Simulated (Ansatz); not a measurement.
Response to strain in TiC

The reference is TiC in the rock salt structure (space group Fm-3m, No. 225; a = 4.333 Å; relaxed with 0.1 eV smearing).

Strains are applied to the cell and any free atomic positions relax.

All numbers come from PBE (Ansatz, a first-principles code; PAW; 420 eV plane waves; scalar-relativistic without spin-orbit coupling).

Candidates:
(a) isotropic strain +2.00 %
(b) isotropic strain +1.50 %
(c) isotropic strain −2.50 %
(d) isotropic strain +2.50 %
(e) isotropic strain −1.50 %

Notes on the quantities. energy relative to the base: free energy F.

Q: Order them by energy relative to the base, highest first.

A: (c) isotropic strain −2.50 % (+48 meV/atom), (d) isotropic strain +2.50 % (+41 meV/atom), (a) isotropic strain +2.00 % (+27 meV/atom), (e) isotropic strain −1.50 % (+17 meV/atom), (b) isotropic strain +1.50 % (+15 meV/atom)

Whether these cells are dynamically stable was not tested. The final runs are not spin-polarised.
